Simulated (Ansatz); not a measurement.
Cost and result by functional for the surface energy of the (110) surface of alpha cristobalite (a metastable polymorph) in its 1x1 cell (cut with top plane 2 O, bottom plane 2 O), outermost plane spacing 0.53 Å in the ideal cut (one of several cuts of this face), in Ansatz (plane waves, PAW). Single points on the PBE structure, on one kind of machine; costs are rough ratios of the slab run's core time (references not counted) to the cheapest single point. r2SCAN's cost holds its higher cutoff (500 against 420 eV). Differences are taken against HSE06 for comparison alone: no measured value is at hand, so the table doesn't rank accuracy. HSE06 ran on a coarser k-mesh, which lowers its cost and may carry part of its shift.

Set-up: 42 atoms, O28Si14, 11.8 Å thick at the start; mesh 4x4x1; 0.025 eV smearing; dipole correction on; all atoms relaxed; held to the start's symmetry, so lower structures may exist; no spin, no spin-orbit, no U. These notes are the PBE run's.

```csv
functional,relative cost,surface energy (J/m²),less HSE06 (J/m²)
LDA,1,2.30,0.05
PBEsol,1,2.13,-0.12
RPBE,1,1.88,-0.37
r2SCAN,2,2.27,0.02
HSE06,20,2.25,0.00
PBE (the relaxed run's value),–,2.01,-0.24
```

The values span 0.42 J/m², while the single points' costs differ by a factor of roughly 20. Differences are of unrounded values.

Ansatz is a quantum-chemistry and plane-wave program.
